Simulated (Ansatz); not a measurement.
System: AlN (Fm-3m, No. 225; start mp-1330; another space group than a measured phase of this formula). Method: PBEsol (Ansatz, an electronic-structure program, PAW).

Settings: plane-wave cutoff 520 eV, 14×14×14 k mesh, Fermi–Dirac smearing 0.01 eV, scalar-relativistic PAW data made under PBE.

The cell is the one relaxed with PBEsol. Conventional cell: a = 4.0445 Å, b = 4.0445 Å, c = 4.0445 Å, α = 90.00°, β = 90.00°, γ = 90.00°.

```
AlN
1.0
    0.00000     2.02227     2.02227
    2.02227     0.00000     2.02227
    2.02227     2.02227     0.00000
Al N
1 1
Direct
  0.50000   0.50000   0.50000
  0.00000   0.00000   0.00000
```

Question: List the 5 lowest band energies at Γ above −25 eV (eV, relative to the valence band maximum), grouping those that round alike.

Answer: At Γ: -17.52, 0.00 (×3), 5.64.

A start named mp-… is a Materials Project structure, which can be a computed phase never made.
